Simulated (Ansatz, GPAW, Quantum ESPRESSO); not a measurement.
## One structure in several programs: LaPt5 (P6/mmm, 6 atoms in the cell)

Self-consistent single point.

```yaml
crystal:
  lattice:
    - [5.42855, 0.00000, 0.00000]
    - [-2.71428, 4.70126, 0.00000]
    - [0.00000, 0.00000, 4.39333]
  atoms:
    - { symbol: La, position: [0.00000, 0.00000, 0.00000] }
    - { symbol: Pt, position: [0.33333, 0.66667, 0.00000] }
    - { symbol: Pt, position: [0.66667, 0.33333, 0.00000] }
    - { symbol: Pt, position: [0.50000, 0.00000, 0.50000] }
    - { symbol: Pt, position: [0.50000, 0.50000, 0.50000] }
    - { symbol: Pt, position: [0.00000, 0.50000, 0.50000] }
```

Shared settings, as Ansatz (a quantum-chemistry and plane-wave program) writes them: kpoints.mp_grid.grid = 4 4 4; scf.occupations.method = gaussian; scf.occupations.width = 0.0073 Ry. Potentials and cutoffs stand in the table.

```json
[
 {"code": "Ansatz", "model": "LDA (PW92), PAW files made with PBE", "pressure (GPa)": "-8.03", "cutoff": "default"},
 {"code": "Quantum ESPRESSO", "model": "LDA (PZ), GBRV 1.5 ultrasoft (LDA) pseudopotentials", "pressure (GPa)": "-8.82", "cutoff": "40 Ry"},
 {"code": "GPAW", "model": "LDA (Perdew-Wang 92), GPAW PAW datasets LDA (gpaw-data 1.0.1)", "pressure (GPa)": "-8.37", "cutoff": "850 eV"}
]
```

On Ansatz's run: spin-orbit coupling is off. Spin polarisation is off.

The spread over the programs that give each value: pressure within 0.79 GPa.

Ansatz's pressure is given at a fixed set of plane waves, as the other plane-wave codes print theirs; with its correction for the finite basis it is -7.99 GPa. The same LDA comes in different parametrisations, which differ slightly.

On the base mesh (6 6 7) the same programs gave: Ansatz pressure -8.23 GPa; Quantum ESPRESSO pressure -9.01 GPa; GPAW pressure -8.55 GPa.

The starting cell comes from a database of computed structures (which also holds hypothetical and non-ambient phases and stackings), without a prior relaxation at this level.

Left out of this page: Elk (not drawn, or without a comparable value).

Keys are those of Ansatz 0.2.
